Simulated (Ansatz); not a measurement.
System: In2S3 (Cc, No. 9, 10 atoms in the cell; start mp-673633; a measured phase of this formula has another space group). Method: HSE06+SOC in Ansatz (plane waves, PAW).

Run with plane-wave cutoff 460 eV, 4×4×4 k mesh, Fermi–Dirac smearing 0.01 eV, PAW data made under PBE.

Cell (relaxed with PBEsol):

```cif
data_In4S6
_chemical_formula_sum 'In4 S6'
_space_group_name_H-M_alt 'P 1'
_space_group_IT_number 1
_cell_length_a 6.80563
_cell_length_b 6.80563
_cell_length_c 6.79064
_cell_angle_alpha 99.605
_cell_angle_beta 99.605
_cell_angle_gamma 119.826
loop_
_space_group_symop_operation_xyz
  'x, y, z'
loop_
_atom_site_label
_atom_site_type_symbol
_atom_site_fract_x
_atom_site_fract_y
_atom_site_fract_z
_atom_site_occupancy
In1 In 0.18603 0.01837 0.00216 1
In2 In 0.01837 0.18603 0.50216 1
In3 In 0.33140 0.81640 0.49803 1
In4 In 0.81640 0.33140 0.99803 1
S1 S 0.55177 0.39580 0.15019 1
S2 S 0.39580 0.55177 0.65019 1
S3 S 0.85128 0.01362 0.11274 1
S4 S 0.01362 0.85128 0.61274 1
S5 S 0.22292 0.69852 0.10821 1
S6 S 0.69852 0.22292 0.60821 1
```

Predict the band gap.


- band gap: 2.12 eV (on the SCF k mesh) (direct)

Note: cell and atoms aren't relaxed at this level (pressure 0.6 GPa).

Computed values are for the static lattice.

A start named mp-… is a Materials Project structure, which need not be a measured phase.

Ansatz is a first-principles code.
